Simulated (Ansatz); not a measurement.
The parent structure is Lu in the hcp (Mg type) structure (space group P6_3/mmc, No. 194; a = 3.506 Å, c = 5.482 Å; relaxed with 0.1 eV smearing).

Structures relaxed with PBE (Ansatz, a quantum-chemistry and plane-wave program, PAW, no spin-orbit coupling).

Base:

Simulated powder pattern, Cu Kα1, λ = 1.54056 Å (kinematic, ideal powder, no thermal factors, no anomalous dispersion; the 10 strongest lines at most, above 2 %, up to 2θ = 90°):

```
2θ (°)  I/Imax (%)    hkl
------  ----------  -----
29.39           24  (100)
32.64           24  (002)
33.72          100  (101)
44.49           16  (102)
52.13           20  (110)
58.94           21  (103)
62.87           23  (112)
63.53           17  (201)
82.54          8.2  (203)
86.59           15  (211)
```

The change: an isotropic linear strain of −1.80 %, atoms relaxed at fixed cell.

Problem. How do the reflections move or split?

Solution. 
Simulated powder pattern, Cu Kα1, λ = 1.54056 Å (kinematic, ideal powder, no thermal factors, no anomalous dispersion; the 10 strongest lines at most, above 2 %, up to 2θ = 90°):

```tsv
2θ (°)	d (Å)	I/Imax (%)	hkl
29.94	2.982	24	(100)
33.26	2.692	24	(002)
34.35	2.608	100	(101)
45.35	1.998	16	(102)
53.16	1.722	20	(110)
60.13	1.537	21	(103)
64.16	1.450	23	(112)
64.84	1.437	16	(201)
84.40	1.147	8.2	(203)
88.58	1.103	15	(211)
```

The indices refer to the base's conventional cell; one index is shown for lines that coincide.

No phonon test of stability was made.
